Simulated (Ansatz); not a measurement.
Take CdGeAs2 in the chalcopyrite structure (space group I-42d, No. 122; a = 5.874 Å, c = 11.226 Å) as the base. Axes: x, y, z lie along a, b, c of the conventional cell.

Level of theory: Ansatz (a first-principles code), LDA, PAW, cutoff 420 eV, no spin-orbit coupling.

Base values:

```
Item       Result
--------  -------
Pressure  0.0 GPa
```

One thing is altered: biaxial strain −2.25 %, plane normal [001], relaxed out of plane (Cartesian); in-plane vectors clamped, the third vector and the atoms free.

### Question
How does this affect the energy relative to the base?

### Answer
The energy increases by 6.8 meV/atom.

### Question
What does the calculation give for the pressure after the change?

### Answer
The pressure (mean of the normal stresses, compression positive) goes from zero to 1.4 GPa.

The mesh was chosen for an insulator and is coarse for the gapless case. No phonon test of stability was made. The final runs are not spin-polarised.
